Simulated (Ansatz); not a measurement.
Base system: WO₃ (space group Cmcm, No. 63; a = 5.454 Å, b = 5.474 Å, c = 7.460 Å; a cell from a computed database, its experimental status unchecked).

Computed with Ansatz (an electronic-structure program) PBEsol, spin-orbit coupling left out.

One change was made to it. Results:

The smallest direct gap hardly moves (1.43 eV against 1.42 eV); the volume per atom shrinks by 0.02 Å³ (13.92 Å³ → 13.90 Å³); the electron mass changes from 0.52 mₑ along a, 0.63 mₑ along b, 0.20 mₑ along c (at Γ) to 0.51 mₑ along a, 0.63 mₑ along b, 0.20 mₑ along c (at Γ); the gap character remains indirect, Y → Γ; the band gap hardly moves (1.35 eV against 1.34 eV).

Which of these changes matches the shifts?
(A) pressure 1.5 GPa
(B) pressure 3 GPa
(C) pressure 7.5 GPa
(D) pressure 0.3 GPa
(E) pressure 5 GPa

D, pressure 0.3 GPa. For comparison, the electron mass in the other runs: pressure 1.5 GPa gives 0.50 mₑ along a, 0.61 mₑ along b, 0.20 mₑ along c (at Γ); pressure 3 GPa gives 0.49 mₑ along a, 0.60 mₑ along b, 0.19 mₑ along c (at Γ); pressure 5 GPa gives 0.48 mₑ along a, 0.59 mₑ along b, 0.19 mₑ along c (at Γ); pressure 7.5 GPa gives 0.47 mₑ along a, 0.58 mₑ along b, 0.19 mₑ along c (at Γ).

Spin-orbit coupling, missing from the scalar runs, can matter with W. Load acts through the strain it causes; cell and atoms are relaxed under it. Masses are band curvatures over ±0.01 Å⁻¹ around the edge. Stability against distortions was not tested. Competing high-pressure phases were not computed.
